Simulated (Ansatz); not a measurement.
The reference is SiC in the wurtzite structure (space group P6_3mc, No. 186).

SiC is modelled in the hexagonal space group P6₃mc (No. 186), the wurtzite structure, Pearson symbol hP4. Cell: a = 3.056 Å, b = 3.056 Å, c = 5.016 Å, α = 90.00°, β = 90.00°, γ = 120.00°. Si on 2b is coordinated by 4 C at 1.871–1.885 Å (tetrahedral). C on 2b is coordinated by 4 Si at 1.871–1.885 Å (tetrahedral). (Neighbours: up to the widest gap in distance over summed covalent radii, below 1.35, at either atom.)

Calculations: DFT with LDA, PAW potentials and a 420 eV plane-wave cutoff in Ansatz (a first-principles code), no spin-orbit coupling.

Strains are applied to the cell and any free atomic positions relax.

One change was made to it. Results:

| quantity | base | after |
|---|---|---|
| band gap | 2.13 eV | 2.23 eV |
| width of the top valence band | 3.95 eV | 3.80 eV |
| smallest direct gap | 3.92 eV | 3.81 eV |
| energy relative to the base (free energy F) | 0 meV/atom | +20 meV/atom |

What was done to the base?
(A) isotropic strain +2.40 %
(B) isotropic strain +0.60 %
(C) isotropic strain +1.80 %
(D) isotropic strain +3.00 %

C, isotropic strain +1.80 %. For comparison, the energy relative to the base in the other runs: isotropic strain +0.60 % gives +2.3 meV/atom; isotropic strain +2.40 % gives +35 meV/atom; isotropic strain +3.00 % gives +54 meV/atom.

No phonon test of stability was made.
